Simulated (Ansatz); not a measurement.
CaO under load (space group Fm-3m): band-edge transport data

Given:

```yaml
crystal:
  lattice:
    - [0.00000, 2.35572, 2.35572]
    - [2.35572, 0.00000, 2.35572]
    - [2.35572, 2.35572, 0.00000]
  atoms:
    - { symbol: Ca, position: [0.00000, 0.00000, 0.00000] }
    - { symbol: O, position: [0.50000, 0.50000, 0.50000] }
```

Method: r2SCAN, rigid bands (plane waves, PAW, scalar-relativistic; Ansatz, an electronic-structure program). Condition of this run: hydrostatic pressure of 4.4 GPa (compression positive) (the target of the relaxation). Cell: cell and atoms relaxed with PBEsol, then loaded as said.

| Property | Result |
|---|---|
| band gap | 4.18 eV |
| electron conductivity mass (300 K, dilute) | 0.55 mₑ |
| hole conductivity mass (300 K, dilute) | 1.34 mₑ |
| effective density of states N_c (300 K) | 3.8e19 cm⁻³ |
| effective density of states N_v (300 K) | 1.6e20 cm⁻³ |
| density-of-states mass, electrons | 1.33 mₑ |
| density-of-states mass, holes | 3.4 mₑ |
| Seebeck coefficient, n-type 1e19 cm⁻³, 300 K | -331 μV/K |
| best n-type power factor at 300 K for τ = 10 fs (best axis; densities from 1e16 to 1e21 cm⁻³ tried, whether or not they can be reached) | 11.2 μW/(cm·K²) at 1e20 cm⁻³ |
| Seebeck coefficient, p-type 1e19 cm⁻³, 300 K | 452 μV/K |

Rigid bands; masses and Seebeck coefficients take one relaxation time τ for all states and one kind of carrier; polarons and phonon drag are left out. Spin-orbit coupling is left out; where it splits the top of the valence band, N_v and the p-type Seebeck coefficient come out somewhat high without it. Geometry: cell and atoms relaxed with PBEsol.
